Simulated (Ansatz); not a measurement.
Start from BaO in the rock salt structure (space group Fm-3m, No. 225; a = 5.574 Å).

All numbers come from plane-wave PAW DFT at the PBE level (Ansatz, a quantum-chemistry and plane-wave program, 420 eV), no spin-orbit coupling.

For the base:

```
Property       Value
--------  ----------
Band gap     2.10 eV
Density   5.88 g/cm³
```

It is then changed as follows: a hydrostatic pressure of 50 GPa.

Problem. How does this affect the band gap and density?

Solution. The band gap decreases by 1.75 eV (2.10 eV → 0.35 eV); the density rises by 2.355 g/cm³ to 8.24 g/cm³.

Load acts through the strain it causes; cell and atoms are relaxed under it. No phonon test of stability was made. Competing high-pressure phases were not computed.
